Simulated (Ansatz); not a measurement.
Start from MgS in the rock salt structure (space group Fm-3m, No. 225; a = 5.182 Å). Axes: x, y, z lie along the cube axes.

The change: biaxial strain −4.71 %, plane normal [001], relaxed out of plane (Cartesian); in-plane vectors clamped, the third vector and the atoms free.

Levels (all Ansatz, a first-principles code, PAW): PBEsol (420 eV, without spin-orbit coupling); r2SCAN (500 eV, scalar-relativistic without spin-orbit coupling); HSE06 (420 eV, no spin-orbit coupling).

One geometry, relaxed with PBEsol, under each level:

| level | band gap | lowest conduction level above the VBM at special points | electron mass | hole mass | pressure |
|---|---|---|---|---|---|
| PBEsol | 2.59 eV | X 2.59 eV; M 3.08 eV; Γ 4.08 eV; N 4.24 eV | 0.50 mₑ along k, 0.30 mₑ across (at X) | 0.22 mₑ out of plane, 0.97 mₑ in plane (at Γ) | 7.35 GPa |
| r2SCAN | 3.36 eV | X 3.36 eV; M 3.87 eV; Γ 5.17 eV; N 5.05 eV | 0.50 mₑ along k, 0.32 mₑ across (at X) | 0.25 mₑ out of plane, 0.97 mₑ in plane (at Γ) | 8.82 GPa |
| HSE06 | … | … | – | – | – |

Give the withheld HSE06 results.


- HSE06, band gap: 3.70 eV
- HSE06, lowest conduction level above the VBM at special points: X 3.70 eV; M 4.22 eV; Γ 5.34 eV

Single points use the geometry relaxed with PBEsol. Their cutoffs differ, which shifts pressures a little. HSE06 was sampled on its mesh, a few special points and the semilocal edge points, so its gap is an upper bound. Masses are band curvatures over ±0.01 Å⁻¹ around the edge. Along k means along the line from Γ to the band edge. No phonon test of stability was made. Labels are those of the standard path for the cell's own space group.
